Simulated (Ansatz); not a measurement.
A thermal frame of AlN(100) slab, cut from wurtzite AlN, cell Al48N48, with vacuum along z. These are PBE (plane waves, PAW; Ansatz, a first-principles code) values and carry that method's errors.

```json
{
  "plane_wave_cutoff": "420 eV",
  "k-points": "2x2x1 mesh shifted by half a step in the plane",
  "spin": "not polarised; no spin-orbit coupling"
}
```

A check of the k-sampling: on the last frame of the same run a denser mesh moved the PBE forces by 0.000 eV/Å rms and the free energy by 0 meV/atom.

```xyz
96
Lattice="9.4048 0.0000 0.0000 0.0000 10.0514 0.0000 0.0000 0.0000 21.0498" Properties=species:S:1:pos:R:3:forces:R:3 pbc="T T T"
N    -0.0542    4.3849    6.8719   0.483  -0.198  -0.427
N     1.5042    1.8079    6.0678   0.310   1.176   0.542
N     1.5655    4.4201    9.6219  -0.057  -0.016  -0.350
N    -0.0431    1.9442    8.7126   0.476  -0.322   0.561
N     0.0138    4.3951   12.3467   0.285   0.447  -1.068
N     1.5485    1.8447   11.3697  -0.245   1.010   0.902
N     1.5984    4.3822   15.0015  -0.617   0.294  -0.673
N    -0.0451    1.8294   14.1081   0.871  -0.013   1.197
Al   -0.0298    2.4479    6.8794   0.161   0.067  -1.036
Al    1.5003    5.1740    6.2198   0.427   0.328   0.084
Al    1.5398    2.5263    9.5905   0.239  -0.727   0.201
Al    0.0474    4.9558    8.6557  -0.961   0.902   1.318
Al   -0.0168    2.4928   12.3850  -0.554  -0.333  -2.267
Al    1.5543    5.0945   11.3897  -0.028  -1.612   0.988
Al    1.5430    2.6441   14.7048  -0.670   0.071   0.751
Al   -0.0057    5.0177   14.1626   0.774  -0.451   0.945
N    -0.0837    9.4412    6.9727   0.269  -0.230   0.103
N     1.4918    6.9547    6.0377  -1.095  -0.355   0.223
N     1.4910    9.5099    9.6571   0.854  -1.132  -0.712
N    -0.0225    6.8794    8.7094  -0.128   0.080   0.052
N     0.0186    9.4478   12.3122   0.233  -0.244   0.644
N     1.5115    6.9401   11.3824   1.406   0.189   0.540
N     1.5920    9.3852   14.9781   0.022   0.837  -0.069
N     0.0547    6.9339   14.2541   0.245  -0.661  -0.949
Al   -0.1110    7.5468    6.9024   0.682  -0.744  -0.969
Al    1.5434   10.1260    6.3805  -0.624   0.340  -0.499
Al    1.5193    7.5279    9.5749   0.003   0.488  -0.037
Al   -0.0827   10.0621    8.8150   0.148   0.109   0.212
Al    0.1136    7.5566   12.3694  -2.360   0.225  -0.317
Al    1.6229   10.0207   11.4431  -1.010  -0.100   0.546
Al    1.6656    7.6448   14.8458  -1.538   0.067   0.554
Al    0.0046    9.9787   14.2340  -0.117  -0.483   0.050
N     3.1467    4.4935    6.8578  -1.172  -0.847   0.154
N     4.5655    1.8235    6.1224   1.750   0.997  -0.356
N     4.7447    4.3845    9.5592  -0.372   0.557   0.749
N     3.1326    1.9625    8.7376  -0.912  -0.361  -0.172
N     3.1585    4.4005   12.3121  -0.410   0.430  -0.431
N     4.6856    1.8871   11.4184  -0.859  -0.281   0.027
N     4.6966    4.4175   15.0986   0.288  -0.518  -0.888
N     3.0441    1.8600   14.1206   1.958   0.397  -0.525
Al    3.0791    2.5400    6.8286  -0.614  -0.699  -0.154
Al    4.6893    5.2140    6.2076   0.172   1.142  -0.090
Al    4.6823    2.4995    9.5729   0.477  -0.182   0.398
Al    3.1346    5.0254    8.7823   0.454  -0.292  -0.455
Al    3.0770    2.5269   12.2356   0.312  -0.593  -0.025
Al    4.7666    4.9432   11.4832  -0.409   0.218  -0.941
Al    4.7212    2.6620   14.6879  -1.034  -0.378   0.855
Al    3.1906    4.9181   14.1777  -1.219   0.702   0.812
N     3.0555    9.3945    6.9868   1.008  -0.492   0.257
N     4.6610    7.0308    6.0239  -0.384  -0.995   0.215
N     4.6916    9.3733    9.6106  -0.300   0.222   0.338
N     3.1137    6.8971    8.7581  -1.034   0.066  -0.226
N     3.1585    9.3447   12.3419  -0.515   1.548  -0.167
N     4.7084    6.8611   11.4794  -0.622  -0.022  -0.261
N     4.6590    9.3828   15.0040  -0.576  -0.730   0.626
N     3.1209    6.8674   14.2128   1.509  -0.682  -0.787
Al    3.0123    7.4534    6.8571   1.721   0.887  -0.064
Al    4.6684   10.1484    6.3474  -1.089  -0.496   0.040
Al    4.6442    7.4164    9.6166   1.039   0.734  -0.006
Al    3.1161   10.0815    8.8214  -0.076  -0.097  -0.468
Al    3.0837    7.5381   12.3439   1.025  -1.395  -0.345
Al    4.6744    9.9659   11.4450   0.726   0.348  -0.210
Al    4.7104    7.5920   14.9038  -0.062   0.310  -0.840
Al    3.1423   10.0389   14.2062  -0.352  -0.816   0.342
N     6.2538    4.3905    6.7880  -0.931  -0.294   0.367
N     7.7992    1.9240    6.1237   0.029  -0.186  -0.511
N     7.8180    4.4089    9.6060   0.879   0.156  -0.709
N     6.2088    1.9291    8.6685   1.202  -0.379   0.935
N     6.3153    4.3660   12.3740  -0.803   0.094  -0.673
N     7.7405    1.8679   11.4835   1.600   0.174  -0.844
N     7.8293    4.3609   14.8546   0.121   0.459   0.643
N     6.2536    1.8002   14.2288   0.321   0.214  -0.251
Al    6.2246    2.4942    6.8295  -1.080  -0.841  -0.469
Al    7.7757    5.1368    6.2376   1.020   0.775  -0.508
Al    7.8614    2.5445    9.5961  -1.689  -1.296   0.725
Al    6.3096    4.9249    8.6490  -1.022   0.986   0.584
Al    6.2045    2.4461   12.3113   0.857  -0.139   0.364
Al    7.8334    4.9460   11.3983   0.465   0.624   0.977
Al    7.8722    2.6127   14.8246  -1.215  -0.482  -0.438
Al    6.2178    4.9602   14.1921   0.993   0.481   0.786
N     6.2394    9.4922    6.9904   0.553  -1.436  -1.139
N     7.7603    6.9155    6.0678   1.168  -0.361  -0.305
N     7.8160    9.3519    9.7040  -0.209   0.504  -1.102
N     6.1843    6.8741    8.6070   0.788  -0.245   1.590
N     6.2439    9.4171   12.3033  -0.348  -0.830   1.166
N     7.8632    6.9067   11.3828   0.061  -0.598   1.249
N     7.8644    9.3607   15.0697  -0.302   0.346  -0.258
N     6.3363    6.9244   14.2534  -1.652  -1.089  -0.929
Al    6.2629    7.5097    6.8232  -1.433   0.806  -0.001
Al    7.7968   10.2227    6.3357  -0.197   0.115  -0.300
Al    7.7769    7.4306    9.5897   0.107   0.186  -0.316
Al    6.2862    9.9903    8.7606  -0.533   0.938   1.343
Al    6.2828    7.4708   12.2678   0.297   0.874   0.666
Al    7.7988    9.9481   11.4993   0.464   0.915  -0.162
Al    7.8703    7.5942   14.8617   0.648   0.828   0.236
Al    6.2245    9.8938   14.3559   1.531   1.013  -1.156
```

Problem. At which temperature was this frame sampled?
A. 180 K
B. 530 K
C. 110 K
D. 310 K

Solution. D, 310 K. The rms force component is 0.74 eV/Å.
